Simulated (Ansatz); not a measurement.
CuI in the zinc blende structure (space group F-43m, No. 216)

```xyz
2
Lattice="0.0000 2.9697 2.9697 2.9697 0.0000 2.9697 2.9697 2.9697 0.0000" Properties=species:S:1:pos:R:3 pbc="T T T"
Cu     0.0000     0.0000     0.0000
I      1.4848     1.4848     1.4848
```

Computed with PBEsol (Ansatz, a program for electronic structure, PAW, without spin-orbit coupling). k-mesh 10×10×10 (Γ-centred); smearing 0.05 eV (Fermi–Dirac).

```yaml
volume_per_atom: 26.19 Å³
density: 6.04 g/cm³
band_gap: 1.17 eV, direct at Γ
electron_mass: 0.14 mₑ
Hole mass (degenerate bands, along [100]): 0.20, 0.64, 0.64 mₑ
Lowest conduction-band minima above the VBM: Γ 1.17 eV; L along ⟨111⟩ 2.11 eV; X along ⟨100⟩ 2.47 eV
total_energy: -7010.645 eV/atom (σ→0; compares only within this code and set-up)
```

Spin-orbit coupling, missing from the scalar runs, can matter with I. Masses are band curvatures over ±0.01 Å⁻¹ around the edge. Whether these cells are dynamically stable was not tested. The final runs are not spin-polarised.
